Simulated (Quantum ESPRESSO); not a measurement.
Quantum ESPRESSO run on TaAgWO7 (Imma, 20 atoms in the cell): self-consistent single point.

Method: PBEsol, GBRV 1.5 ultrasoft (PBESOL) pseudopotentials (plane waves; Quantum ESPRESSO 7.5).

```xyz
20
Lattice="-3.6420 3.7548 5.2659 3.6420 -3.7548 5.2659 3.6420 3.7548 -5.2659" Properties=species:S:1:pos:R:3 pbc="T T T"
Ta     0.0000     0.0000     5.2659
Ta     3.6420     0.0000     0.0000
Ag     1.8210     1.8774    -2.6329
Ag     1.8210    -1.8774     2.6329
W      1.8210     1.8774     2.6329
W     -1.8210     1.8774     2.6329
O      3.6420    -1.8774     3.4597
O      0.0000     5.6322     1.8062
O      0.0000     1.8774     2.0211
O      3.6420     1.8774     3.2447
O      0.0000     1.8774     5.9695
O      3.6420     1.8774    -0.7036
O      1.3641     0.5009     3.9226
O      2.2778     3.2539     1.3432
O     -1.3641     3.2539     3.9226
O      5.0061     0.5009     1.3432
O      1.3641    -0.5009     6.6091
O      2.2778     4.2557    -1.3432
O      2.2778     0.5009     1.3432
O      1.3641     3.2539     3.9226
```

Reference input (self-consistent single point, DFT, PBEsol, plane waves, GBRV 1.5 ultrasoft (PBESOL) pseudopotentials): ecutwfc = 40 Ry; ecutrho = 320 Ry; occupations = smearing; smearing = cold; degauss = 0.0099958 Ry; K_POINTS = automatic 4 4 4 0 0 0; conv_thr = 1e-10 Ry; mixing_beta = 0.3. This run's input differs from it in these lines:

```diff
@@ -16,3 +16,3 @@
     smearing = 'cold'
-    degauss = 0.0099958
+    degauss = 0.000146997
 /
```

Output (repeated stretches shortened):

```
     Self-consistent Calculation

     iteration #  1     ecut=    40.00 Ry     beta= 0.30

     negative rho (up, down):  3.176E-01 0.000E+00

     total energy              =   -1641.94963625 Ry
     estimated scf accuracy    <      10.68673975 Ry

     iteration #  2     ecut=    40.00 Ry     beta= 0.30

     negative rho (up, down):  3.201E-01 0.000E+00

     total energy              =   -1643.88543033 Ry
     estimated scf accuracy    <       2.22513565 Ry

     iteration #  3     ecut=    40.00 Ry     beta= 0.30

     negative rho (up, down):  3.212E-01 0.000E+00

     total energy              =   -1644.21708498 Ry
     estimated scf accuracy    <       1.08461961 Ry

   [... 16 blocks of this kind left out ...]

     iteration # 20     ecut=    40.00 Ry     beta= 0.30

     negative rho (up, down):  3.276E-01 0.000E+00

     total energy              =   -1644.34215319 Ry
     estimated scf accuracy    <          8.0E-10 Ry

     iteration # 21     ecut=    40.00 Ry     beta= 0.30

     negative rho (up, down):  3.276E-01 0.000E+00
     End of self-consistent calculation

     the Fermi energy is     6.2461 ev

!    total energy              =   -1644.34215319 Ry
     estimated scf accuracy    <          5.3E-11 Ry
     smearing contrib. (-TS)   =      -0.00000575 Ry
     internal energy E=F+TS    =   -1644.34214744 Ry

     convergence has been achieved in  21 iterations

     negative rho (up, down):  3.276E-01 0.000E+00

     Forces acting on atoms (cartesian axes, Ry/au):

     atom    1 type  1   force =     0.00000000    0.00000000    0.00000000
     atom    2 type  1   force =     0.00000000    0.00000000    0.00000000
     atom    3 type  2   force =    -0.00000000   -0.00000000   -0.00000000
     atom    4 type  2   force =     0.00000000    0.00000000   -0.00000000
     atom    5 type  3   force =    -0.00000000    0.00000000    0.00000000
   [... lines left out ...]
     Total force =     0.083540     Total SCF correction =     0.000006
   [... lines left out ...]

     negative rho (up, down):  3.276E-01 0.000E+00
          total   stress  (Ry/bohr**3)                   (kbar)     P=      -76.53
  -0.00058066  -0.00000000  -0.00000000          -85.42       -0.00       -0.00
  -0.00000000  -0.00049608   0.00000000           -0.00      -72.98        0.00
  -0.00000000  -0.00000000  -0.00048402           -0.00       -0.00      -71.20

   JOB DONE.
```

The run converged in 21 iterations. Against the reference run the free energy rises by 1.1 meV/atom, the pressure hardly changes (-7.61 to -7.65 GPa) and the largest force goes from 0.664 to 0.677 eV/Å.

The starting cell comes from a database of computed structures (which also holds hypothetical and non-ambient phases and stackings), without a prior relaxation at this level. Spin polarisation is off. With a pressure of about -8 GPa the cell is away from its equilibrium volume at this level.

Cost on one core of a shared machine: roughly 8 min.
